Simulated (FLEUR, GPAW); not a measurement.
A GPAW input for a self-consistent single point of AgNO3 (R3m, 5 atoms in the cell) (DFT PBEsol, plane waves, GPAW PAW datasets PBEsol (made by gpaw-setup)):

```python
from ase import Atoms
from ase.units import GPa
from gpaw import GPAW, PW, FermiDirac

atoms = Atoms(['Ag', 'N', 'O', 'O', 'O'],
              cell=[[2.527711, 1.459375, 2.808506],
                    [-2.527711, 1.459375, 2.808506],
                    [0.000000, -2.918749, 2.808506]],
              scaled_positions=[[0.998040, 0.998040, 0.998040],
                                [0.574110, 0.574110, 0.574110],
                                [0.434875, 0.434875, 0.859480],
                                [0.859480, 0.434875, 0.434875],
                                [0.434875, 0.859480, 0.434875]],
              pbc=True)

calc = GPAW(mode=PW(900),
            xc='PBEsol',
            kpts={'size': (6, 6, 6), 'gamma': True},
            occupations=FermiDirac(0.01),
            nbands=-4,
            convergence={'density': 1e-05, 'bands': -2},
            symmetry={'symmorphic': False, 'tolerance': 0.0005},
            maxiter=120,
            txt='-')

atoms.calc = calc

energy = atoms.get_potential_energy()
print('Energy (eV):', round(energy, 6))
forces = atoms.get_forces()
print('Forces (eV/Ang):')
print(forces.round(5))
stress = atoms.get_stress()
print('Stress (GPa, Voigt):', (stress / GPa).round(4))
```

Question: Translate this input to FLEUR.

Answer: This is the input that was run; spellings and numerical settings could be chosen otherwise.

Input of the input generator:

```
AgNO3 FLAPW
&input film=f /
2.5277110350 1.4593748386 2.8085059002
-2.5277110350 1.4593748386 2.8085059002
0.0000000000 -2.9187491008 2.8085061997
1.8897261246
1.0 1.0 1.0

5
47 0.9980400000 0.9980400000 0.9980400000
7 0.5741100000 0.5741100000 0.5741100000
8 0.4348750000 0.4348750000 0.8594800000
8 0.8594800000 0.4348750000 0.4348750000
8 0.4348750000 0.8594800000 0.4348750000

&comp jspins=1 /
&exco xctyp='PBEs' /
&kpt div1=6 div2=6 div3=6 gamma=t /
&end /
```

```xml
<?xml version="1.0" encoding="UTF-8" standalone="no"?>
<fleurInput fleurInputVersion="0.39">
   <comment>
      AgNO3 FLAPW                                                                                         
   </comment>
   <calculationSetup>
      <cutoffs Kmax="4.7" Gmax="16.4" GmaxXC="16.4" numbands="0"/>
      <scfLoop itmax="80" minDistance="0.00001" maxIterBroyd="99" imix="Anderson" alpha="0.05" precondParam="0.0" spinf="2.0"/>
      <coreElectrons ctail="T" frcor="F" kcrel="0" coretail_lmax="0"/>
      <xcFunctional name="PBEs" relativisticCorrections="F"/>
      <magnetism jspins="1"/>
      <soc l_soc="F" theta="0.0" phi="0.0" spav="F"/>
      <expertModes spex="0" secvar="F"/>
      <geometryOptimization l_f="T" forcealpha="1.0" forcemix="BFGS" epsdisp="0.00001" epsforce="0.00001"/>
      <ldaU l_linMix="F" mixParam="0.05" spinf="1.0"/>
   </calculationSetup>
   <cell>
      <bzIntegration valenceElectrons="40.0" mode="hist" fermiSmearingEnergy="0.00036749">
         <kPointListSelection listName="default-1"/>
         <!-- k-points included here -->
         <xi:include xmlns:xi="http://www.w3.org/2001/XInclude" href="kpts.xml"> </xi:include>
      </bzIntegration>
      <!-- symmetry operations included here -->
      <xi:include xmlns:xi="http://www.w3.org/2001/XInclude" href="sym.xml"> </xi:include>
      <bulkLattice scale="1.0">
         <bravaisMatrix>
            <row-1>    4.7766815782792040     2.7578187580863283     5.3073069707011804</row-1>
            <row-2>   -4.7766815782792040     2.7578187580863283     5.3073069707011804</row-2>
            <row-3>    0.0000000000000000    -5.5156364269345186     5.3073075366741547</row-3>
         </bravaisMatrix>
      </bulkLattice>
   </cell>
   <atomSpecies>
      <species name="Silver (Ag)" element="Ag" atomicNumber="47">
         <mtSphere radius="2.68" gridPoints="925" logIncrement="0.014"/>
         <atomicCutoffs lmax="10" lnonsphr="8"/>
         <electronConfig flipSpins="F">
            <coreConfig>(1s1/2) (2s1/2) (2p1/2) (2p3/2) (3s1/2) (3p1/2) (3p3/2) (4s1/2) (3d3/2) (3d5/2)</coreConfig>
            <valenceConfig>(4p1/2) (4p3/2) (5s1/2) (4d3/2) (4d5/2)</valenceConfig>
            <stateOccupation state="(5s1/2)" spinUp="0.5" spinDown="0.5"/>
         </electronConfig>
         <energyParameters s="5" p="5" d="4" f="4"/>
         <lo type="SCLO" l="1" n="4" eDeriv="0"/>
         <lo type="HELO" l="2" n="5" eDeriv="0"/>
      </species>
      <species name="Nitrogen (N)" element="N" atomicNumber="7">
         <mtSphere radius="1.09" gridPoints="377" logIncrement="0.027"/>
         <atomicCutoffs lmax="6" lnonsphr="4"/>
         <electronConfig flipSpins="F">
            <coreConfig>(1s1/2)</coreConfig>
            <valenceConfig>(2s1/2) (2p1/2) (2p3/2)</valenceConfig>
            <stateOccupation state="(2p1/2)" spinUp="0.5" spinDown="0.5"/>
            <stateOccupation state="(2p3/2)" spinUp="1.0" spinDown="1.0"/>
         </electronConfig>
         <energyParameters s="2" p="2" d="3" f="4"/>
      </species>
      <species name="Oxygen (O)" element="O" atomicNumber="8">
         <mtSphere radius="1.09" gridPoints="377" logIncrement="0.027"/>
         <atomicCutoffs lmax="6" lnonsphr="4"/>
         <electronConfig flipSpins="F">
            <coreConfig>(1s1/2)</coreConfig>
            <valenceConfig>(2s1/2) (2p1/2) (2p3/2)</valenceConfig>
            <stateOccupation state="(2p1/2)" spinUp="0.6666666666667" spinDown="0.6666666666667"/>
            <stateOccupation state="(2p3/2)" spinUp="1.3333333333333" spinDown="1.3333333333333"/>
         </electronConfig>
         <energyParameters s="2" p="2" d="3" f="4"/>
      </species>
   </atomSpecies>
   <atomGroups>
      <atomGroup species="Silver (Ag)">
         <relPos label="                   1">-.0019600000 -.0019600000 -.0019600000</relPos>
         <force calculate="T" relaxXYZ="TTT"/>
      </atomGroup>
      <atomGroup species="Nitrogen (N)">
         <relPos label="                   2">-.4258900000 -.4258900000 -.4258900000</relPos>
         <force calculate="T" relaxXYZ="TTT"/>
      </atomGroup>
      <atomGroup species="Oxygen (O)">
         <relPos label="                   3">.4348750000 .4348750000 -.1405200000</relPos>
         <relPos label="                   4">-.1405200000 .4348750000 .4348750000</relPos>
         <relPos label="                   5">.4348750000 -.1405200000 .4348750000</relPos>
         <force calculate="T" relaxXYZ="TTT"/>
      </atomGroup>
   </atomGroups>
   <output dos="F" band="F" slice="F">
      <checks vchk="F" cdinf="F"/>
      <bandDOS minEnergy="-.5*Htr" maxEnergy="0.5*Htr" sigma="0.015" storeEVData="T"/>
      <vacuumDOS vacdos="F" integ="F" star="F" nstars="0" locx1="0.0" locy1="0.0" locx2="0.0" locy2="0.0" nstm="0" tworkf="0.0"/>
      <unfoldingBand unfoldBand="F" supercellX="1" supercellY="1" supercellZ="1"/>
      <plotting iplot="0" polar="F">
         <plot TwoD="T" vec1="  1.0  0.0  0.0" vec2="  0.0  1.0  0.0" vec3="  0.0  0.0  1.0" zero="  0.0  0.0  0.0" file="plot"/>
      </plotting>
      <chargeDensitySlicing numkpt="0" minEigenval="0.0" maxEigenval="0.0" nnne="0" pallst="F"/>
      <specialOutput eonly="F"/>
      <magneticCircularDichroism mcd="F" energyLo="-10.0" energyUp="0.0"/>
   </output>
  <!-- We include the file relax.xml here to enable relaxations (see documentation) -->
  <xi:include xmlns:xi="http://www.w3.org/2001/XInclude" href="relax.xml"> <xi:fallback/> </xi:include>
</fleurInput>
```

Basis, cutoffs, solver keys and any potentials are the target program's own. This input uses DFT, PBEsol, all-electron FLAPW (FLEUR), scalar-relativistic valence.

The starting cell comes from a database of computed structures (which also holds hypothetical and non-ambient phases and stackings), without a prior relaxation at this level. Its lattice was rescaled by a random factor within 2.5 % of one.
